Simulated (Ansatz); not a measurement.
Worked example: self-consistent single point of KMgF3 (P4mm, 5 atoms in the cell) in Ansatz (a quantum-chemistry and plane-wave program)

Level of theory: LDA (PW92), default PAW files made with PBE (plane waves; Ansatz).

This input was run:

Ansatz 0.2 input:
```yaml
# KMgF3
crystal:
  lattice:
    - [4.009950, 0.000000, 0.000000]
    - [0.000000, 4.009950, 0.000000]
    - [0.000000, 0.000000, 4.009950]
  atoms:
    - { symbol: K, position: [0.000000, 0.000000, 0.012469] }
    - { symbol: Mg, position: [0.500000, 0.500000, 0.500000] }
    - { symbol: F, position: [0.500000, 0.000000, 0.500000] }
    - { symbol: F, position: [0.000000, 0.500000, 0.500000] }
    - { symbol: F, position: [0.500000, 0.500000, 0.000000] }
basis:
  ecutwfc: 420.0
kpoints:
  mp_grid:
    grid: [6, 6, 6]
hamiltonian:
  xc: lda
  pseudopotentials:
    kind: paw
scf:
  occupations:
    method: fermi_dirac
    width: 0.02
output:
  forces: true
  eigenvalues: true
  stress: true
```

Output, abridged:

```
WARN ansatz: RAYON_NUM_THREADS=1 ignored (pool sized by the plan → 1); use --threads N
Pseudopotentials: kind: paw
Pseudopotential: K, paw, valence charge 9
Pseudopotential: Mg, paw, valence charge 10
Pseudopotential: F, paw, valence charge 7
Crystal: 5 atoms, lattice volume = 64.479 Å³
Basis set: ecut = 420 eV, 1237 PW (Γ)
Bands: 25, of which v1, the nominal top of the filled ones, is band 20 counted from 1 (19 counted from 0)
Symmetry: 8 space group operations
Space group: P4mm (ITA 99), of the structure as read, at distance tolerance 4.0e-5 Å
k-points: 40 of 216 (time reversal used)
PAW frozen core: K, regenerated for the run's functional, and the local potential with it
PAW frozen core: Mg, regenerated for the run's functional, and the local potential with it
PAW frozen core: F, regenerated for the run's functional, and the local potential with it
Initial density: superposition of atomic densities (neutral atoms: chi_scale 0, normalization atom), corrected by the library's trained network
Initial wavefunctions: pseudopotential atomic-orbital guess
Eigensolver: davidson
Functional: x = slater, c = lda
SCF iter   1: F=—  HF=-5787.608105 eV  |F-HF|=—  |Δ(HF+E_count)|=         —  Δρ=1.99e-2  dr2=1.77e-1  ethr=1.77e-3  ⟨swp⟩=6.2  Hψ=4909  notcnv=0
all-band conjugate gradients solve this SCF's bands
preconditioner: auto → Resta (q_TF=auto, 2.520 Å⁻¹)
SCF iter   2: F=—  HF=-5787.552622 eV  |F-HF|=—  |Δ(HF+E_count)|=   5.55e-2  Δρ=5.41e-3  dr2=5.90e-3  ethr=4.42e-4  ⟨swp⟩=2.0  Hψ=1973  notcnv=0  defer=37
SCF iter   3: F=—  HF=-5787.550342 eV  |F-HF|=—  |Δ(HF+E_count)|=   2.28e-3  Δρ=2.20e-3  dr2=1.73e-3  ethr=1.48e-5  ⟨swp⟩=2.2  Hψ=1780  notcnv=0  defer=40
SCF iter   4: F=—  HF=-5787.549970 eV  |F-HF|=—  |Δ(HF+E_count)|=   3.72e-4  Δρ=1.02e-3  dr2=3.53e-4  ethr=4.33e-6  ⟨swp⟩=1.0  Hψ=960  notcnv=0  defer=40
SCF iter   5: F=—  HF=-5787.549839 eV  |F-HF|=—  |Δ(HF+E_count)|=   1.32e-4  Δρ=2.25e-4  dr2=1.84e-5  ethr=8.83e-7  ⟨swp⟩=2.1  Hψ=1164  notcnv=0  defer=40
SCF iter   6: F=—  HF=-5787.549835 eV  |F-HF|=—  |Δ(HF+E_count)|=   3.92e-6  Δρ=2.43e-5  dr2=2.26e-7  ethr=4.61e-8  ⟨swp⟩=2.0  Hψ=1363  notcnv=0  defer=40
SCF iter   7: F=-5787.549835 eV  HF=-5787.549835 eV  |F-HF|=6.46e-9  |Δ(HF+E_count)|=   9.33e-9  Δρ=4.59e-6  dr2=1.13e-8  ethr=2.50e-10  ⟨swp⟩=8.1  Hψ=4331  notcnv=0
SCF 1 converged in 7 iterations: F = -5787.549835 eV  dr2 = 1.13e-8
SCF converged after 7 iterations
Free energy (F): -5787.549835 eV
Harris-Foulkes:  -5787.549835 eV  (|F-HF|=6.46e-9)
Internal energy: -5787.549835 eV  (E = F + TS)
E sigma→0 (E₀):  -5787.549835 eV
Fermi energy:    5.701890 eV
--- Per-component energies (eV) ---
  E_band       = -517.325519
  E_kinetic    = 949.191728
  E_local      = -3754.493647  (includes V_loc(G=0)·N_el)
  E_nonlocal   = 338.183549
  E_hartree    = 1358.348699
  E_xc         = -398.003171
  E_vxc        = -506.834173  (∫ρ·V_xc dr)
  E_paw        = -1576.542705  (= ΣΔE_a)
  E_vpaw       = -260.079321  (= ΣTr[D̂ρ^β])
  E_aug_tail   = 0.006155  (compensation charges beyond the density's cutoff)
  E_ewald      = -2704.988178
  E_core_change = 0.747734  (= ΣΔE_core)
  E_smearing   = -0.000000  (= −TS)
  E_closure    = -0.000000  (closes the sum)
  Σ components = -5787.549835   (vs F -5787.549835, Δ=0.00e0)
--- Forces (eV/Å), atoms counted from 1 ---
  atom   1  K     -0.00000000     0.00000000    -0.08011715
  atom   2  Mg     0.00000000     0.00000000     0.05707610
  atom   3  F      0.00000000     0.00000000     0.00028169
  atom   4  F      0.00000000     0.00000000     0.00028169
  atom   5  F     -0.00000000     0.00000000     0.02247217
  max |Σ_I F_I| component: 5.49e-6 eV/Å
--- Stress (GPa, compression-positive) ---
       -5.568170       0.000000      -0.000000
        0.000000      -5.568170       0.000000
       -0.000000       0.000000      -5.569463
  P = ⅓ Tr σ = -5.5686 GPa (-55.686 kbar)
  The stress holds the Pulay correction. Without it, at fixed plane waves, as pw.x and ABINIT print it: P = -6.3220 GPa
--- Band table (eV; the first three rows and the last of 40) ---
  k-point 0: bands = ["-67.7296", "-35.1723", "-35.1723", "-35.1722", "-22.9837", "-17.4391", "-16.7715", "-16.7700", "-6.6834", "-6.6834", "-6.6822", "-0.1683", "-0.1683", "-0.1682", "1.6295", "1.6301", "1.6301", "1.9274", "1.9276", "1.9276", [...]
  k-point 1: bands = ["-67.7296", "-35.1738", "-35.1722", "-35.1722", "-22.9766", "-17.4070", "-16.8043", "-16.7694", "-6.6785", "-6.6691", "-6.6691", "-0.1507", "-0.1385", "-0.1385", "1.5634", "1.5728", "1.5728", "1.6632", "1.8742", "1.8742", [...]
  k-point 2: bands = ["-67.7296", "-35.1771", "-35.1722", "-35.1722", "-22.9622", "-17.3311", "-16.8842", "-16.7649", "-6.6711", "-6.6402", "-6.6402", "-0.0727", "-0.0727", "-0.0551", "1.1183", "1.4383", "1.4539", "1.4539", "1.7716", "1.7716", [...]
  k-point 39: bands = ["-67.7295", "-35.1784", "-35.1784", "-35.1783", "-22.9205", "-16.9373", "-16.9373", "-16.9348", "-6.8772", "-6.8762", "-6.8762", "-1.6735", "0.5828", "0.5828", "0.5828", "1.1325", "1.1337", "2.2502", "2.2522", "2.2522", [...]
```

The run converged in 7 iterations.

The starting cell has typed, rounded lattice constants, without a prior relaxation at this level. Its lattice was rescaled by up to half a per cent. One atom was moved a little off its site on purpose. With a pressure of about -6 GPa the cell is away from its equilibrium volume at this level. Ansatz's pressure includes its estimate of the finite-basis (Pulay) stress. Without the estimate this run gives -6.32 GPa.
